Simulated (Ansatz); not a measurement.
Levels about the gap of amorphous Ge28Se28H2 (58 atoms in a cell of 1461 Å³, 4.83 g/cm³; zone centre alone, so wide bands show as single levels with stretches between that a denser mesh fills), at the geometry that PBE-D3(BJ) relaxed, where it gives 0.1 GPa on a denser mesh. The participation number counts the atoms over which a state spreads; weights are charges in smoothed Voronoi cells. The levels come from a single point, so bond lengths are those of that geometry. Method of the levels: PBE-D3(BJ), scalar-relativistic without spin-orbit coupling, PAW (Ansatz default set, large-core Se) (Ansatz, an electronic-structure program). Sampling: the zone centre alone; Fermi-Dirac width 0.05 eV; no spin polarisation.

It comes from a melt-quench run on a machine-learned potential (CHGNet), relaxed afterwards by DFT. The hot cell started wider than the set density and was brought back towards it in steps. It is the lowest in DFT energy of 3 quenches. It is a model cell: composition and starting density were chosen by hand, and all elements were melted together. The geometry includes D3(BJ) dispersion. Its density started from a set value of 4.91 and ended at 4.83 g/cm³. The quench (nominally 250 K/ps over its main leg) was far faster than any real one, so the model tends to hold more defects than a real film. A cell of this size samples the disorder only roughly. Volume and shape were free in the relaxation.

| E - E(highest filled), eV | filling | participation number | largest on | weight Se | weight Ge | weight H |
|---|---|---|---|---|---|---|
| -0.70 | filled | 27.9 | Se, 3 neighbours | 0.62 | 0.37 | 0.01 |
| -0.68 | filled | 32.9 | Se, 3 neighbours | 0.59 | 0.40 | 0.00 |
| -0.55 | filled | 31.5 | Ge, 3 neighbours | 0.62 | 0.37 | 0.01 |
| -0.52 | filled | 21.6 | Se, 2 neighbours | 0.60 | 0.39 | 0.01 |
| -0.40 | filled | 25.5 | Se, 2 neighbours | 0.66 | 0.33 | 0.01 |
| -0.24 | filled | 28.4 | Se, 2 neighbours | 0.62 | 0.37 | 0.00 |
| 0.00 | filled | 13.3 | Ge, 3 neighbours | 0.45 | 0.54 | 0.01 |
| 0.63 | empty | 35.3 | Ge, 3 neighbours | 0.41 | 0.57 | 0.02 |
| 0.73 | empty | 22.3 | Ge, 2 neighbours | 0.37 | 0.62 | 0.01 |
| 1.03 | empty | 41.4 | Se, 2 neighbours | 0.46 | 0.53 | 0.02 |
| 1.14 | empty | 24.5 | Ge, 3 neighbours | 0.38 | 0.61 | 0.01 |
| 1.15 | empty | 41.9 | Ge, 3 neighbours | 0.43 | 0.55 | 0.02 |
| 1.22 | empty | 34.3 | Ge, 3 neighbours | 0.38 | 0.61 | 0.01 |
| 1.26 | empty | 33.9 | Ge, 3 neighbours | 0.44 | 0.54 | 0.02 |

Most localised among these is the filled level at +0.00 eV, on a Ge atom, which has 3 neighbours (Se 2.59 Å, Ge 2.66 Å, Ge 2.76 Å).
